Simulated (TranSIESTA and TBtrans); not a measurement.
**Sn chain with one H atom inserted**

Junction: Sn chain with one H atom inserted. Leads: straight Sn chain, spacing 2.612 Å. Geometry: 3 atoms about the centre moved by SIESTA (PBE, DZP) to a largest force of 0.00 eV/Å, all others as built, motion along the axis alone.

TranSIESTA and TBtrans, PBE, DZP numerical orbitals (energy shift 0.15 eV), PseudoDojo norm-conserving scalar-relativistic potentials, mesh cutoff 200 Ry, 300 K, no spin polarisation, no spin-orbit coupling; self-consistent non-equilibrium Green functions.

```
Property                           Value
---------------------------------  -----
Conductance at 300 K (G0 = 2e²/h)   2.10
Mean T from −0.5 to 0.5 eV          1.99
```

Energies count from the leads' Fermi level. Transmissions are for one spin of a degenerate pair. The energy step is 0.01 eV; narrower resonances are cut or missed.

| E (eV) | T | lead channels |
|---|---|---|
| -1.95 | 0.99 | 1 |
| -1.80 | 1.00 | 1 |
| -1.65 | 1.00 | 1 |
| -1.50 | 1.00 | 1 |
| -1.35 | 1.00 | 1 |
| -1.20 | 1.00 | 1 |
| -1.05 | 1.00 | 1 |
| -0.90 | 1.22 | 3 |
| -0.75 | 1.38 | 3 |
| -0.60 | 1.59 | 3 |
| -0.45 | 1.83 | 3 |
| -0.30 | 2.01 | 3 |
| -0.15 | 2.10 | 3 |
| 0.00 | 2.10 | 3 |
| 0.15 | 2.04 | 3 |
| 0.30 | 1.96 | 3 |
| 0.45 | 1.88 | 3 |
| 0.60 | 1.81 | 3 |
| 0.75 | 1.76 | 3 |
| 0.90 | 1.73 | 3 |
| 1.05 | 1.72 | 3 |
| 1.20 | 1.72 | 3 |
| 1.35 | 1.73 | 3 |
| 1.50 | 1.76 | 3 |
| 1.65 | 1.79 | 3 |
| 1.80 | 1.82 | 3 |
| 1.95 | 1.86 | 3 |

The straight chain is held at its spacing; free chains may zigzag or dimerise. No spin-polarised start was tried, so a magnetic state, if there is one, is missed.
